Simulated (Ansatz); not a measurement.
**Mg2Ge: biaxial strain −2.00 %, plane normal [001], relaxed out of plane**

Consider Mg2Ge in the anti-fluorite structure (space group Fm-3m, No. 225; a = 6.286 Å). Axes: x, y, z lie along the cube axes.

Modification: biaxial strain −2.00 %, plane normal [001], relaxed out of plane (Cartesian); in-plane vectors clamped, the third vector and the atoms free.

Calculations: Kohn–Sham DFT with the LDA functional, run in Ansatz (an electronic-structure program) with PAW and 420 eV plane waves, no spin-orbit coupling. Γ-centred 13×13×13 mesh, Fermi–Dirac width 0.05 eV.

| quantity | base | changed | shift |
|---|---|---|---|
| volume per atom | 20.70 Å³ | 20.06 Å³ | -0.648 Å³ |
| space group | Fm-3m (No. 225) | I4/mmm (No. 139) | – |
| energy relative to the base (free energy F) | 0 meV/atom | +7.2 meV/atom | +7.2 meV/atom |
| band gap | 0.10 eV | zero | – |
| out-of-plane strain (rough) | – | +0.86 % | – |
| mean in-plane stress (compression positive) (rough) | – | +2.9 GPa | – |

Final structure (turned so that z lies along the plane normal):

```
Mg2Ge
1.0
    4.35632     0.00000     0.00000
    0.00000     4.35632     0.00000
    2.17816    -2.17816     3.17043
Mg Ge
2 1
Direct
  0.75000   0.75000   0.50000
  0.25000   0.25000   0.50000
  0.00000   0.00000   0.00000
```

Cost of the whole job for the changed cell (relaxation, final SCF and bands): very roughly 27 core-seconds.

Without a gap, meshes like the base's 13×13×13 leave anisotropic stresses uncertain by several tenths of a GPa, and small strain energies with them. Whether these cells are dynamically stable was not tested. The final runs are not spin-polarised. The zero or small gap of Mg2Ge can change with the level of theory.
